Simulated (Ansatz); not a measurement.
**Cubic perovskite CsCdCl3**

Computed with r²SCAN+SOC in Ansatz (PAW).

Settings: plane-wave cutoff 560 eV, 8×8×8 k mesh, Fermi–Dirac smearing 0.01 eV, PAW data made under PBE.

Cell (measured lattice):

```
CELL_PARAMETERS angstrom
      5.21000     0.00000     0.00000
      0.00000     5.21000     0.00000
      0.00000     0.00000     5.21000
ATOMIC_POSITIONS crystal
  Cs 0.00000 0.00000 0.00000
  Cd 0.50000 0.50000 0.50000
  Cl 0.50000 0.00000 0.50000
  Cl 0.00000 0.50000 0.50000
  Cl 0.50000 0.50000 0.00000
```

For cubic perovskite CsCdCl3, the band gap is 2.53 eV (indirect) and the smallest direct gap on the k points sampled comes out as 3.06 eV.

Note: cell and atoms aren't relaxed at this level (pressure 1.0 GPa).

Computed values are for the static lattice.

Cost on a shared machine: very roughly 8 core-minutes.

Ansatz is a first-principles code.
